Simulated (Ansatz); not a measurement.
Consider interstitial Al in wurtzite ZnO, charge state +3. These are PBE, PAW (plane waves to 420 eV; Ansatz, a quantum-chemistry and plane-wave program) values and carry that method's errors.

Settings: 72 host sites, the relaxed PBE lattice, one k-point at (0.125, 0.250, 0.250), smearing 0.01 eV, spin-restricted, no image-charge correction. Energies are static. The charge state is imposed; whether it is stable for some Fermi level was not computed. Sites that were not tried may lie lower.

Barriers: single points on a 2×2×2 k-point mesh shifted by half a step along c at the bands' geometries.

The step: several atoms move together, Al the farthest; the atom moves 1.06 Å along (-0.32, 0.00, 0.00) of the unit cell; the moving atom starts with neighbours 2 O at 1.78, O at 1.81, O at 1.82 Å and ends with 2 O at 1.79, O at 1.81, O at 1.82 Å.

### Question
What is the computed migration barrier of this step (PBE, PAW)?

### Answer
21 kJ/mol, the same both ways. At the saddle the moving atom has neighbours O at 1.79, O at 1.95, O at 1.96, O at 1.97, O at 2.01 Å. The saddle point's order was not checked, and it lies on a symmetry element of the cell, where a band can be held.
